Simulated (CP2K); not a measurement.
# Input and output of a self-consistent single point for RuAl (Pm-3m, 2 atoms in the cell) (CP2K)

Method: CP2K with PBE, GPW, DZVP-MOLOPT-SR-GTH basis, GTH-PBE potentials (GTH_POTENTIALS).

Input as run:

```
&GLOBAL
  PROJECT scf
  RUN_TYPE ENERGY_FORCE
  PRINT_LEVEL MEDIUM
&END GLOBAL
&FORCE_EVAL
  METHOD Quickstep
  STRESS_TENSOR ANALYTICAL
  &DFT
    BASIS_SET_FILE_NAME BASIS_MOLOPT
    POTENTIAL_FILE_NAME GTH_POTENTIALS
    &QS
      METHOD GPW
      EPS_DEFAULT 1E-10
    &END QS
    &MGRID
      CUTOFF 500
      REL_CUTOFF 40
      NGRIDS 5
    &END MGRID
    &SCF
      SCF_GUESS ATOMIC
      EPS_SCF 1E-7
      MAX_SCF 100
      ADDED_MOS 4
      &DIAGONALIZATION
        ALGORITHM STANDARD
      &END DIAGONALIZATION
      &MIXING
        METHOD BROYDEN_MIXING
        ALPHA 0.2
        NBUFFER 10
        BETA 1.5
      &END MIXING
      &SMEAR ON
        METHOD GAUSSIAN
        SIGMA [eV] 0.272
      &END SMEAR
    &END SCF
    &KPOINTS
      SCHEME MONKHORST-PACK 9 9 9
    &END KPOINTS
    &XC
      &XC_FUNCTIONAL PBE
      &END XC_FUNCTIONAL
    &END XC
    &PRINT
      &MO
        EIGENVALUES T
        OCCUPATION_NUMBERS T
        NDIGITS 8
        FILENAME mo
        &EACH
          QS_SCF 0
        &END EACH
        ADD_LAST NUMERIC
      &END MO
      &MULLIKEN ON
      &END MULLIKEN
    &END PRINT
  &END DFT
  &SUBSYS
    &CELL
      A 2.99149500 0.00000000 0.00000000
      B 0.00000000 2.99149500 0.00000000
      C 0.00000000 0.00000000 2.99149500
      PERIODIC XYZ
    &END CELL
    &COORD
      SCALED
      Al       0.50000000     0.50000000     0.50000000
      Ru       0.00000000     0.00000000     0.00000000
    &END COORD
    &KIND Al
      BASIS_SET DZVP-MOLOPT-SR-GTH-q3
      POTENTIAL GTH-PBE-q3
    &END KIND
    &KIND Ru
      BASIS_SET DZVP-MOLOPT-SR-GTH-q16
      POTENTIAL GTH-PBE-q16
    &END KIND
  &END SUBSYS
  &PRINT
    &FORCES ON
    &END FORCES
    &STRESS_TENSOR ON
    &END STRESS_TENSOR
  &END PRINT
&END FORCE_EVAL
```

Output, abridged:

```
 GLOBAL| Method name                                                        CP2K
 GLOBAL| Project name                                                        scf
 GLOBAL| Run type                                                   ENERGY_FORCE

 CELL| Volume [angstrom^3]:                                            26.771015
 CELL| Vector a [angstrom]:       2.991     0.000     0.000   |a| =     2.991495
 CELL| Vector b [angstrom]:       0.000     2.991     0.000   |b| =     2.991495
 CELL| Vector c [angstrom]:       0.000     0.000     2.991   |c| =     2.991495
 CELL| Angle (b,c), alpha [degree]:                                    90.000000
 CELL| Angle (a,c), beta  [degree]:                                    90.000000
 CELL| Angle (a,b), gamma [degree]:                                    90.000000
 CELL| Numerically orthorhombic:                                             YES
 CELL| Periodicity                                                           XYZ

 DFT| Spin restricted Kohn-Sham (RKS) calculation                            RKS
 DFT| Multiplicity                                                             2
 DFT| Number of spin states                                                    1
 DFT| Charge                                                                   0
 DFT| XC density smoothing                                                  NONE
 DFT| XC derivatives                                                          PW

 QS| Method:                                                                 GPW
 QS| Density plane wave grid type                        NON-SPHERICAL FULLSPACE
 QS| Number of grid levels:                                                    5
 QS| Density cutoff [a.u.]:                                                250.0
 QS| Multi grid cutoff [a.u.]: 1) grid level                               250.0
   [... lines left out ...]
 BRILLOUIN| Wavefunction type                                            COMPLEX
 BRILLOUIN| List of Kpoints [2 Pi/Bohr]                                      365
 BRILLOUIN| Number           Weight            X              Y              Z
 BRILLOUIN|     1           0.00274       -0.44444       -0.44444       -0.44444
 BRILLOUIN|     2           0.00274       -0.44444       -0.44444       -0.33333
 BRILLOUIN|     3           0.00274       -0.44444       -0.44444       -0.22222
   [... 362 lines left out ...]
 *******************************************************************************

 Extrapolation method: initial_guess

 Re-scaling the density matrix to get the right number of electrons
                  # Electrons              Trace(P)               Scaling factor
                           19                19.000                        1.000

 Number of electrons:                                                         19
 Number of occupied orbitals:                                                 10
 Number of molecular orbitals:                                                14

 Number of orbital functions:                                                 39
 Number of independent orbital functions:                                     39
 SCF WAVEFUNCTION OPTIMIZATION

  Step     Update method      Time    Convergence         Total energy    Change
     1 NoMix/Diag. 0.20E+00      -     1.40542474       -97.4549267909 -9.75E+01
     2 Broy./Diag. 0.20E+00      -     0.03758235       -98.8418465918 -1.39E+00
     3 Broy./Diag. 0.20E+00      -     0.07978656       -97.9223184521  9.20E-01
     4 Broy./Diag. 0.20E+00      -     0.01319818       -96.8825730543  1.04E+00
     5 Broy./Diag. 0.20E+00      -     0.00661060       -96.9385827265 -5.60E-02
     6 Broy./Diag. 0.20E+00      -     0.00253953       -96.8540595392  8.45E-02
     7 Broy./Diag. 0.20E+00      -     0.00439350       -96.8622612064 -8.20E-03
   [... 4 lines left out ...]
    12 Broy./Diag. 0.20E+00      -     0.00000205       -96.8330841550  4.71E-05
    13 Broy./Diag. 0.20E+00      -     0.00000163       -96.8331126667 -2.85E-05
    14 Broy./Diag. 0.20E+00      -     0.00000027       -96.8331140264 -1.36E-06
    15 Broy./Diag. 0.20E+00      -     0.00000014       -96.8331149294 -9.03E-07
    16 Broy./Diag. 0.20E+00      -     0.00000002       -96.8331149434 -1.40E-08
  *** SCF run converged in    16 steps ***

  Electronic density on regular grids:        -18.9999999963        0.0000000037
  Core density on regular grids:               18.9999999985       -0.0000000015
  Total charge density on r-space grids:        0.0000000022
  Total charge density g-space grids:           0.0000000022

  Overlap energy of the core charge distribution:               0.00000000000029
  Self energy of the core charge distribution:               -173.58670210085620
  Core Hamiltonian energy:                                     40.63371413754743
  Hartree energy:                                              47.14889003788474
  Exchange-correlation energy:                                -11.02673546614089
  Smearing free energy correction:                             -0.00228155178545
  Fermi energy:                                                 0.47518195163366

  Total energy:                                               -96.83311494338044
  Total energy (extrapolated to sigma->0):                    -96.83197416748772

                     Mulliken Population Analysis

 #  Atom  Element  Kind  Atomic population                           Net charge
       1     Al       1          2.359067                              0.640933
       2     Ru       2         16.640933                             -0.640933
 # Total charge                             19.000000                  0.000000

 ENERGY| Total FORCE_EVAL ( QS ) energy [hartree]            -96.833114866846898

 FORCES| Atomic forces [hartree/bohr]
 FORCES|   Atom     x               y               z               |f|
 FORCES|      1 -1.04826797E-10 -1.04875081E-10 -1.04942547E-10   1.81660063E-10
 FORCES|      2  9.83092008E-10  9.83153879E-10  9.83363224E-10   1.70295763E-09
 FORCES| Sum     8.78265211E-10  8.78278798E-10  8.78420676E-10
 FORCES| Total atomic force                                       1.52129758E-09

 STRESS| Analytical stress tensor [bar]
 STRESS|                        x                   y                   z
 STRESS|      x        2.52495119318E+04   1.79638095642E-03   1.79638305604E-03
 STRESS|      y        1.79638095642E-03   2.52489798561E+04   1.79638350508E-03
 STRESS|      z        1.79638305604E-03   1.79638350508E-03   2.52496288016E+04
 STRESS| 1/3 Trace                                             2.52493735298E+04
```

The run converged in 16 iterations.

The starting cell has typed, rounded lattice constants, without a prior relaxation at this level. Its lattice was rescaled by a random factor within 2.5 % of one. Spin polarisation is off. Values carry the incompleteness of an atom-centred basis.

Cost on one core of a shared machine: roughly 3 min.
